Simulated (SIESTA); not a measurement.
Band structure of Al2Pt (Fm-3m, 3 atoms in the cell).

```yaml
crystal:
  lattice:
    - [0.00000, 2.98486, 2.98486]
    - [2.98486, 0.00000, 2.98486]
    - [2.98486, 2.98486, 0.00000]
  atoms:
    - { symbol: Al, position: [0.25000, 0.25000, 0.25000] }
    - { symbol: Al, position: [0.75000, 0.75000, 0.75000] }
    - { symbol: Pt, position: [0.00000, 0.00000, 0.00000] }
```

Computed with GGA PBE, numerical atomic orbitals DZP, PseudoDojo PBE standard norm-conserving potentials (rewritten from UPF to PSML) in SIESTA 5.4.2.

Settings: XC.functional = GGA; XC.authors = PBE; potentials = PseudoDojo PBE standard; PAO.BasisSize = DZP; PAO.EnergyShift = 0.01 Ry; MeshCutoff = 350 Ry; kgrid.MonkhorstPack = 7 7 7; OccupationFunction = MP; OccupationMPOrder = 0; ElectronicTemperature = 136 meV; MaxSCFIterations = 150; SCF.Mixer.Method = Pulay; SCF.Mixer.Weight = 0.25; SCF.Mixer.History = 6.

The starting cell comes from a database of computed structures (which also holds hypothetical and non-ambient phases and stackings), without a prior relaxation at this level. Its lattice was rescaled by a random factor within 2.5 % of one. Spin-orbit coupling is off. Spin polarisation is off. Values carry the incompleteness of an atom-centred basis.

Levels in eV from the Fermi level, bands 10 to 15:
```json
[
 {"point": "Γ", "10": "-3.66", "11": "3.11", "12": "3.84", "13": "3.84", "14": "3.84", "15": "5.21"},
 {"point": "X", "10": "-3.37", "11": "-3.16", "12": "-1.50", "13": "-1.50", "14": "2.88", "15": "3.33"},
 {"point": "W", "10": "-3.23", "11": "-2.75", "12": "-2.75", "13": "-0.88", "14": "5.14", "15": "5.14"},
 {"point": "K", "10": "-3.58", "11": "-3.04", "12": "-1.98", "13": "-0.55", "14": "3.18", "15": "5.40"},
 {"point": "L", "10": "-3.45", "11": "-3.45", "12": "1.09", "13": "1.09", "14": "4.07", "15": "4.99"},
 {"point": "U", "10": "-3.58", "11": "-3.04", "12": "-1.98", "13": "-0.55", "14": "3.18", "15": "5.40"}
]
```

Bands cross the Fermi level along this path, so the cell is metallic at this level.

Higher empty bands are left out: an atom-centred basis made for the valence describes them poorly.
